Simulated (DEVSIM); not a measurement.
Device: Schottky contact on n-type β-Ga2O3, at 250 K.

Layer 1 from the left is β-Ga2O3, thickness (μm) 9.90, Nd (cm⁻³) 1.4e17, τn (s) 2e-8, τp (s) 2e-8.

Left contact: Schottky, work function 4.83 eV, emission velocity 7.8e6 cm/s. Right contact: ohmic. Voltage is applied to the left contact. Recombination: SRH at mid-gap, Auger. Mobility is μmin + (μ − μmin)/(1 + (N/Nref)^α).

Constants are typed, rounded textbook-type inputs, not results; the design itself was drawn at random and stands for no fabricated device. Values at 300 K; Nc and Nv go as T^1.5, mobilities as T to minus their exponent, the gap by Varshni's rule with the affinity fixed.

β-Ga2O3: gap (eV) 4.8, affinity (eV) 4, permittivity 10, Nc (cm⁻³) 3.7e18, Nv (cm⁻³) 5e20, μn (cm²/Vs) 160, μp (cm²/Vs) 1, μn,min 20, μp,min 0.1, Nref,n 1e18, Nref,p 1e18, αn 0.8, αp 0.8, T exponent of μn 1.8, T exponent of μp 1.5, Cn (cm⁶/s) 1e-31, Cp (cm⁶/s) 1e-31, Varshni α (eV/K) 0.0004, Varshni β (K) 600.

Estimate by hand the built-in potential, the peak field at zero bias, the capacitance at -6 V, and compare with a numerical solution.


- Built-in potential: barrier φB = 0.830 eV; Vbi = φB − kT/q ln(N_band/N) = 0.765 V; numerical 0.765 V.
- Peak field at zero bias: depletion approximation: W = √(2εVbi/(qN)) = 0.0777 μm with N = 1.40e17 cm⁻³; field = 2Vbi/W = 197000 V/cm; numerical 193000 V/cm (estimate above by 2.1 %).
- Capacitance at -6 V: C = √(qεN / 2(Vbi + |V|)) = 38.3 nF/cm²; numerical 38.4 nF/cm².

Simulated with DEVSIM: 1D drift-diffusion, Boltzmann statistics, complete ionisation; no tunnelling, impact ionisation, image-force lowering or self-heating. Metal contacts follow the ideal Schottky-Mott rule: no Fermi-level pinning, no interface dipoles.
